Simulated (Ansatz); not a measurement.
Consider WSi$_{2}$ (space group I4/mmm, No. 139; a = 3.202 Å, c = 7.818 Å; relaxed with 0.1 eV smearing). Axes: x, y, z lie along a, b, c of the conventional cell.

All numbers come from PBEsol, PAW, 420 eV (Ansatz, a quantum-chemistry and plane-wave program; scalar-relativistic without spin-orbit coupling).

Strains are applied to the cell and any free atomic positions relax.

One change was made to it. Results:

| quantity | base | after |
|---|---|---|
| energy relative to the base (free energy F) | 0 meV/atom | +4.5 meV/atom |
| band gap | zero | zero |

### Question
What was done to the base?
A) tensor shear ε_xz = +0.86 %
B) tensor shear ε_xz = +0.29 %
C) tensor shear ε_xz = +0.57 %
D) tensor shear ε_xz = +1.14 %
E) tensor shear ε_xz = +1.43 %

### Answer
D, tensor shear ε_xz = +1.14 %. For comparison, the energy relative to the base in the other runs: tensor shear ε_xz = +0.86 % gives +2.6 meV/atom; tensor shear ε_xz = +0.57 % gives +1.1 meV/atom; tensor shear ε_xz = +0.29 % gives +0.3 meV/atom; tensor shear ε_xz = +1.43 % gives +7.2 meV/atom.

No phonon test of stability was made. The final runs are not spin-polarised.
